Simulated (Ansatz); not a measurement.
**Response to strain in Al**

The parent structure is Al in the fcc (Cu type) structure (space group Fm-3m, No. 225).

```xyz
1
Lattice="0.0000 1.9960 1.9960 1.9960 0.0000 1.9960 1.9960 1.9960 0.0000" Properties=species:S:1:pos:R:3 pbc="T T T"
Al     0.0000     0.0000     0.0000
```

Cartesian axes are those of the cell as printed.

Strains are applied to the cell and any free atomic positions relax; under biaxial strain the out-of-plane vector relaxes too.

Level of theory: Ansatz (a first-principles code), r2SCAN, PAW, cutoff 500 eV, no spin-orbit coupling.

Candidates:
(a) biaxial strain +0.32 %, plane normal [001], relaxed out of plane
(b) tensor shear ε_xy = +3.76 %
(c) isotropic strain −3.26 %

Notes on the quantities. energy relative to the base: free energy F.

Task: Order them by energy relative to the base, lowest first.

Result: (a) biaxial strain +0.32 %, plane normal [001], relaxed out of plane (+0.1 meV/atom), (b) tensor shear ε_xy = +3.76 % (+14 meV/atom), (c) isotropic strain −3.26 % (+50 meV/atom)

Without a gap, meshes like the base's 20×20×20 leave anisotropic stresses uncertain by several tenths of a GPa, and small strain energies with them. Stability against distortions was not tested.
